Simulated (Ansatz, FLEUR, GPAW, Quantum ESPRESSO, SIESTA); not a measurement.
**Code comparison for HfNi₃ (P6_3/mmc, 8 atoms in the cell)**

Self-consistent single point, at a second geometry (lattice scaled by 0.98). First geometry:

```
HfNi3
1.0
    5.28320     0.00000     0.00000
   -2.64160     4.57539     0.00000
    0.00000     0.00000     4.30447
Hf Ni
2 6
Cartesian
  0.00000   3.05026   3.22835
  2.64160   1.52513   1.07612
  0.00000   1.43827   1.07612
  2.64160   3.13711   3.22835
  4.03762   0.71914   3.22835
 -1.39602   3.85625   1.07612
  1.39602   3.85625   1.07612
  1.24558   0.71914   3.22835
```

Shared settings, as Ansatz (an electronic-structure program) writes them: kpoints.mp_grid.grid = 5 5 6; scf.occupations.method = fermi_dirac; scf.occupations.width = 0.1 eV. Potentials and cutoffs stand in the table.

```
code                                                                                                                                      model  ΔF from the first geometry (meV/atom)  pressure (GPa)  largest force (eV/Å)           cutoff
----------------  -----------------------------------------------------------------------------------------------------------------------------  -------------------------------------  --------------  --------------------  ---------------
SIESTA            GGA PBEsol, numerical atomic orbitals TZP, PseudoDojo PBEsol standard norm-conserving potentials (rewritten from UPF to PSML)                                  -36.7           -1.03                 0.012      grid 400 Ry
FLEUR                                                                           PBEsol, all-electron FLAPW (FLEUR), scalar-relativistic valence                                   -9.2               –                 0.033  Kmax 4.1 1/bohr
GPAW                                                                                      PBEsol, GPAW PAW datasets PBEsol (made by gpaw-setup)                                   -5.4            5.34                 0.004           800 eV
Ansatz                                                                                                          PBEsol, PAW files made with PBE                                  -12.7            3.38                 0.023           420 eV
Quantum ESPRESSO                                                                                   PBEsol, PSlibrary PAW (PBE) pseudopotentials                                  -20.4            1.31                 0.072            55 Ry
```

For Quantum ESPRESSO (by 0.4 GPa) the energy change implies a higher mean pressure, against the two pressures, than for the other programs: a sign of finite-basis (Pulay) stress.

A dash marks a value that a program does not give, or that is left out as unsure.

On Ansatz's run: spin-orbit coupling is off. Spin polarisation is off.

The spread over the programs that give each value: ΔF from the first geometry within 31.3 meV/atom; pressure within 6.37 GPa; largest force within 0.068 eV/Å.

SIESTA uses small atom-centred bases, whose incompleteness enters pressures, forces and empty levels differently from a plane-wave cutoff. FLEUR treats all electrons, but the usual bases taken here (sphere radii, linearisation, local orbitals, empty states) were not tested for convergence, so the values are no reference for the others. Ansatz's pressure is given at a fixed set of plane waves, as the other plane-wave codes print theirs; with its correction for the finite basis it is 3.48 GPa.

The starting cell comes from a database of computed structures (which also holds hypothetical and non-ambient phases and stackings), without a prior relaxation at this level. Its lattice was rescaled by a random factor within 2.5 % of one. For this run, on top of that: lattice scaled by 0.98.

Keys are those of Ansatz 0.2.
